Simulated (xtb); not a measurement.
xtb 6.7.1, GFN2-xTB: C[SiH](C)O[SiH](F)F, 15 atoms. The geometry is a generated start, not checked to be a minimum at this level.

```
Item                      Result
-----------------  -------------
run flags                 --grad
method                  GFN2-xTB
--acc                1 (default)
--etemp (K)        300 (default)
basis functions               48
valence electrons             44
```

```xyz
15

Si     2.5300    -0.0388    -0.0022
F      2.6730    -1.5922    -0.3198
F      3.0810     0.0220     1.4930
O      1.0061     0.4082    -0.0437
Si    -0.5522     0.1836     0.4661
C     -1.5301     1.5810    -0.3619
C     -1.1132    -1.5452    -0.0819
H      3.3066     0.7662    -0.8983
H     -0.5205     0.3140     1.9267
H     -1.4952     1.5160    -1.4463
H     -1.1385     2.5541    -0.0805
H     -2.5726     1.5501    -0.0648
H     -1.1202    -1.6388    -1.1647
H     -2.1123    -1.7725     0.2747
H     -0.4419    -2.3077     0.3036
```

One run each on 1 thread. Values of broydamp tried: 0.02, 0.05, 0.1, 0.2, 0.4 (default), 0.6, 0.8, 1.

**Question.** How does the count of SCC iterations change with broydamp, and where is it least?

**Answer.** Fewest SCC iterations, within one of each other: 0.4 (default) with 14, 0.6 with 14, 0.8 with 13, 1 with 14. The count rises to 23 at 0.02. All converge to one solution.

```json
[
 {"broydamp": "0.02", "SCC iterations": "23", "end": "same solution"},
 {"broydamp": "0.05", "SCC iterations": "21", "end": "same solution"},
 {"broydamp": "0.1", "SCC iterations": "19", "end": "same solution"},
 {"broydamp": "0.2", "SCC iterations": "16", "end": "same solution"},
 {"broydamp": "0.4 (default)", "SCC iterations": "14", "end": "same solution"},
 {"broydamp": "0.6", "SCC iterations": "14", "end": "same solution"},
 {"broydamp": "0.8", "SCC iterations": "13", "end": "same solution"},
 {"broydamp": "1", "SCC iterations": "14", "end": "same solution"}
]
```
